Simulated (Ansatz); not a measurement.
# CdF2 under a change: pressure 22.5 GPa

Base system: CdF2 in the fluorite structure (space group Fm-3m, No. 225; a = 5.384 Å).

Perturbation: cell and atoms relaxed at a pressure of 22.5 GPa.

Computed with PBEsol/PAW in Ansatz (an electronic-structure program), no spin-orbit coupling. k-mesh 11×11×11 (Γ-centred); smearing 0.05 eV (Fermi–Dirac).

The volume per atom drops by 1.77 Å³, from 13.01 Å³ to 11.24 Å³ and the lattice parameter a falls by 25.6 pm (538.4 pm → 512.8 pm). The shortest interatomic distance decreases by 11.07 pm (233.1 pm → 222.1 pm) and the enthalpy H = E + PV relative to the base's energy is +1.69 eV/atom. The band gap increases by 0.512 eV, from 2.94 eV to 3.46 eV and the gap character is still indirect, W → Γ. The smallest direct gap increases by 0.29 eV (3.43 eV → 3.72 eV) and the width of the top valence band drops by 0.112 eV, from 0.49 eV to 0.37 eV. The electron mass goes from 0.37 mₑ (at Γ) to 0.38 mₑ (at Γ).

Load acts through the strain it causes; cell and atoms are relaxed under it. Effective masses come from finite differences of ±0.01 Å⁻¹. Stability against distortions was not tested. Competing high-pressure phases were not computed.
